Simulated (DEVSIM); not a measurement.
Device: Si/Ge p-n heterojunction, at 400 K.

```
layer (left to right)  material  thickness (μm)  Nd (cm⁻³)  Na (cm⁻³)  τn (s)  τp (s)
---------------------  --------  --------------  ---------  ---------  ------  ------
1                            Si            1.30          -     7.2e16  2.2e-7  2.2e-7
2                            Ge            1.70     5.2e16          -  2.2e-7  2.2e-7
```

Left contact: ohmic. Right contact: ohmic. Voltage is applied to the left contact. Recombination: SRH at mid-gap, radiative. Mobility is μmin + (μ − μmin)/(1 + (N/Nref)^α).

The device is made up for the run: typed textbook-type constants, with dimensions and the other settings drawn at random. Values at 300 K; Nc and Nv go as T^1.5, mobilities as T to minus their exponent, the gap by Varshni's rule with the affinity fixed. The table also holds parameters that only a changed run uses.

| parameter | Si | Ge |
|---|---|---|
| gap (eV) | 1.124 | 0.664 |
| affinity (eV) | 4.05 | 4 |
| permittivity | 11.7 | 16 |
| Nc (cm⁻³) | 2.86e19 | 1.04e19 |
| Nv (cm⁻³) | 3.1e19 | 6e18 |
| μn (cm²/Vs) | 1417 | 3900 |
| μp (cm²/Vs) | 470 | 1900 |
| μn,min | 52 | 150 |
| μp,min | 45 | 100 |
| Nref,n | 9.7e16 | 2.6e17 |
| Nref,p | 2.2e17 | 4e17 |
| αn | 0.68 | 0.56 |
| αp | 0.72 | 0.6 |
| T exponent of μn | 2.3 | 1.66 |
| T exponent of μp | 2.2 | 2.33 |
| B (cm³/s) | 4.7e-15 | 6.4e-14 |
| Cn (cm⁶/s) | 2.8e-31 | 1e-31 |
| Cp (cm⁶/s) | 9.9e-32 | 1e-31 |
| Varshni α (eV/K) | 0.000473 | 0.000477 |
| Varshni β (K) | 636 | 235 |

DEVSIM, 1D drift-diffusion, Boltzmann statistics, complete ionisation; no tunnelling, impact ionisation, image-force lowering or self-heating. Band offsets follow the typed affinities; no thermionic-emission limit at abrupt steps, no polarisation charge.

Base results: dark forward voltage at 100 A/cm² (V) 0.350; potential step across the device at zero bias (V) 0.725; largest field in the device at zero bias (V/cm) 94000.

### Question
What follows from this one change: doping Na of layer 1 7.2e+16 → 2.2e+17 cm^-3?

### Answer
dark forward voltage at 100 A/cm² 0.350 → 0.274 V; potential step across the device at zero bias 0.725 → 0.764 V; largest field in the device at zero bias 94000 → 160000 V/cm.

### Question
What follows from this one change: temperature 400 → 450 K?

### Answer
dark forward voltage at 100 A/cm² 0.350 → 0.241 V; potential step across the device at zero bias 0.725 → 0.644 V; largest field in the device at zero bias little changed (91000 V/cm).

### Question
What follows from this one change: thickness of layer 1 1.3 → 6.5 μm?

### Answer
dark forward voltage at 100 A/cm² 0.350 → 0.374 V; potential step across the device at zero bias little changed (0.725 V); largest field in the device at zero bias little changed (94000 V/cm).

### Question
What follows from this one change: thickness of layer 2 1.7 → 0.34 μm?

### Answer
dark forward voltage at 100 A/cm² 0.350 → 0.306 V; potential step across the device at zero bias little changed (0.725 V); largest field in the device at zero bias little changed (94000 V/cm).

### Question
What follows from this one change: constant mobility in place of the doping-dependent one?

### Answer
dark forward voltage at 100 A/cm² 0.350 → 0.329 V; potential step across the device at zero bias little changed (0.725 V); largest field in the device at zero bias little changed (94000 V/cm).
